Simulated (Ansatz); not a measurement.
For Mo2Ge (model structure, started from the Fe2P type, P-62m, No. 189, 9 atoms in the cell), PBEsol (Ansatz, a program for electronic structure, plane waves, PAW) gives:

| Quantity | Result |
|---|---|
| equilibrium lattice constant a | 7.059 Å |
| c axis length | 3.119 Å |
| enthalpy of formation | -0.070 eV/atom |

What does PBE-D3(BJ) (Ansatz, plane waves, PAW) give for the same quantities?


- lattice constant a: 7.070 Å (goes up by 0.2 %)
- lattice parameter c: 3.113 Å (shrinks by 0.2 %)
- formation enthalpy: -0.070 eV/atom (moves by 0.000 eV/atom)

Changes are worked out from the printed values.

Unless a cell is named, each level is at its own relaxed cell (PBEsol 14.96, PBE-D3(BJ) 14.97 Å³/atom).

Ansatz's density-functional and Hartree–Fock values are scalar-relativistic unless marked +SOC, with PAW data made under PBE.

A model structure was made by putting elements into a prototype or built by hand; it is no filed structure, need not be a known phase, and can be a saddle point held by its symmetry.
